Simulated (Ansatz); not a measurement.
An Ansatz (an electronic-structure program) run: SiO2 with a change (biaxial strain −0.60 %, plane normal [001], relaxed out of plane); DFT with PBE, PAW potentials and a 420 eV plane-wave cutoff in Ansatz, no SOC.

Input:

Ansatz 0.2 input:
```yaml
crystal:
  lattice:
    - [4.2106648635, 0, 0]
    - [0, 4.2106648635, 0]
    - [0, 0, 2.6985194826]
  atoms:
    - { symbol: Si, position: [0, 0, 0] }
    - { symbol: Si, position: [0.5, 0.5, 0.5] }
    - { symbol: O, position: [0.3069813641, 0.3069813641, 0] }
    - { symbol: O, position: [0.8069813641, 0.1930186359, 0.5] }
    - { symbol: O, position: [0.1930186359, 0.8069813641, 0.5] }
    - { symbol: O, position: [0.6930186359, 0.6930186359, 0] }
basis: { ecutwfc: 420, ecutrho_ratio: 4, xc_grid: 2, fft_grid_basis: typed }
kpoints: { mp_grid: { grid: [8, 8, 12] } }
hamiltonian:
  xc: pbe
  dispersion: none
  pseudopotentials: { kind: paw }
scf: { occupations: { method: fermi_dirac, width: 0.05 } }
relax: { f_tol: 0.005, max_steps: 50, cell: { stress_tol: 0.01, fix: [a, b, gamma] } }
output: { forces: true, stress: true }
checkpoint: { write: state.ck, write_every: 1000 }
```

Output (explanatory and most iteration lines left out):

```
Relaxation: its limit of steps is 50 (relax.max_steps)
Pseudopotential: Si, paw, valence charge 4
Pseudopotential: O, paw, valence charge 6
Crystal: 6 atoms, lattice volume = 47.844 Å³
Basis set: ecut = 420 eV, 933 PW (Γ), exchange–correlation on 60×60×40 points (8 copies of the dense FFT grid, shifted against one another)
Bands: 22, of which v1, the nominal top of the filled ones, is band 16 counted from 1 (15 counted from 0)
Symmetry: 16 space group operations
Space group: P42/mnm (ITA 136), of the structure as read, at distance tolerance 3.6e-5 Å
k-points: 105 of 768
Functional: x = pbe(κ = 0.804, μ = 0.2195149727645171), c = pbe(β = 0.06672455060314922)
SCF iter   1: F=—  HF=-3547.011714 eV  |F-HF|=—  |Δ(HF+E_count)|=         —  Δρ=2.95e-3  dr2=1.39e-3  ethr=1.77e-3  ⟨swp⟩=6.0  Hψ=12563  notcnv=0  defer=3
SCF iter   2: F=—  HF=-3547.012526 eV  |F-HF|=—  |Δ(HF+E_count)|=   8.12e-4  Δρ=1.48e-3  dr2=3.33e-4  ethr=4.35e-6  ⟨swp⟩=2.0  Hψ=4738  notcnv=0  defer=11
SCF 1 converged in 6 iterations: F = -3547.012661 eV  dr2 = 1.74e-8
relax step   1: F+E_penalty+E_count = -3547.01266142 eV  Δ(F+E_penalty+E_count) = +0.000e0 eV  max|allowed force component| = 8.813e-2 eV/Å  Δτ_max = 0.0000 Å  P = +2.321 GPa  Ω = 47.844 Å³  fix = [a, b, gamma]  reactions: a +3.401, b +3.401 GPa  (6 SCF iters, dr2 threshold 1.00e-7 eV, accepted)
[... steps on the carried basis left out ...]
relax step   6: F+E_penalty+E_count = -3547.01368869 eV  Δ(F+E_penalty+E_count) = -2.292e-5 eV  max|allowed force component| = 8.636e-5 eV/Å  Δτ_max = 0.0000 Å  P = +1.916 GPa  Ω = 47.851 Å³  energy of the carried Pulay correction = +2.229e-5 eV  fix = [a, b, gamma]  reactions: a +2.875, b +2.875 GPa  (3 SCF iters, dr2 threshold 7.42e-9 eV, accepted)
Crystal: 6 atoms, lattice volume = 47.851 Å³
SCF iter   1: F=—  HF=-3547.013699 eV  |F-HF|=—  |Δ(HF+E_count)|=         —  Δρ=3.81e-6  dr2=2.87e-9  ethr=1.94e-7  ⟨swp⟩=3.0  Hψ=18860  notcnv=0
SCF iter   2: F=—  HF=-3547.013665 eV  |F-HF|=—  |Δ(HF+E_count)|=   3.38e-5  Δρ=2.38e-6  dr2=1.43e-9  ethr=8.96e-12  ⟨swp⟩=3.2  Hψ=5557  notcnv=0
SCF 7 converged in 5 iterations: F = -3547.013665 eV  dr2 = 2.31e-13
SCF converged after 5 iterations
Free energy (F): -3547.013665 eV
Internal energy: -3547.013665 eV  (E = F + TS)
E sigma→0 (E₀):  -3547.013665 eV
Fermi energy:    12.744316 eV
--- Forces (eV/Å), atoms counted from 1 ---
  atom   1  Si    -0.00000000    -0.00000000     0.00000000
  atom   2  Si    -0.00000000     0.00000000     0.00000000
  atom   3  O      0.00008217     0.00008217     0.00000000
  atom   4  O      0.00008217    -0.00008217     0.00000000
  atom   5  O     -0.00008217     0.00008217     0.00000000
  atom   6  O     -0.00008217    -0.00008217     0.00000000
--- Stress (GPa, compression-positive) ---
        2.874787       0.000000       0.000000
        0.000000       2.874787       0.000000
        0.000000       0.000000      -0.001665
  P = ⅓ Tr σ = 1.9160 GPa (19.160 kbar)
--- Relaxed structure (5 steps of the walk, 5 accepted, 2 SCFs on fresh bases) ---
  cell:  # Å, volume = 47.8512 Å³
    - [4.2106648635, 0.0, 0.0]
    - [0.0, 4.2106648635, 0.0]
    - [0.0, 0.0, 2.6989281587027873]
  atoms:
    - { symbol: Si, position: [-9.437930524107659e-20, 1.341091371098899e-22, 0.0] }
    - { symbol: Si, position: [0.5, 0.5, 0.5] }
    - { symbol: O, position: [0.3063117061972551, 0.3063117061972551, 0.0] }
    - { symbol: O, position: [0.8063117061972552, 0.19368829380274497, 0.5] }
    - { symbol: O, position: [0.19368829380274497, 0.8063117061972552, 0.5] }
    - { symbol: O, position: [0.6936882938027448, 0.6936882938027448, 0.0] }
```

Stability against distortions was not tested. The cell was made from SiO2 in the rutile structure (space group P4_2/mnm, No. 136) by this change: biaxial strain −0.60 %, plane normal [001], relaxed out of plane.
